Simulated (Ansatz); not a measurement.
System: CsCl-type SrO (model structure). Method: PBE0 (Ansatz, a first-principles code, plane waves, PAW).

Settings: plane-wave cutoff 500 eV, 8×8×8 k mesh, Fermi–Dirac smearing 0.05 eV, scalar-relativistic PAW data made under PBE.

Cell (relaxed with r²SCAN):

SrO is taken in the cubic space group Pm-3m (No. 221), the CsCl type structure, Pearson symbol cP2. Conventional cell: a = b = c = 3.103 Å, α = β = γ = 90.00°. Sr on 1a is surrounded by 8 O at 2.687 Å (cubic). O on 1b is coordinated by 8 Sr at 2.687 Å (cubic). (Neighbours: up to the widest gap in distance over summed covalent radii, below 1.35, at either atom; cation-cation and far metal-metal contacts left out.)

Task: Predict the band gap.

Result: 
- band gap: 5.06 eV (on the SCF k mesh)

Note: exact exchange on metals is sensitive to the k mesh and can open a false gap; the relaxation could raise the start's symmetry but not lower it, so the cell can be a saddle point; cell and atoms aren't relaxed at this level (pressure -0.4 GPa).

Spin–orbit coupling is not included.

The computed numbers hold no vibrational or temperature effects.

Cost on a shared machine: very roughly 110 core-seconds.

A model structure was made by putting elements into a prototype or built by hand; it is no filed structure, need not be a known phase, and can be a saddle point held by its symmetry.
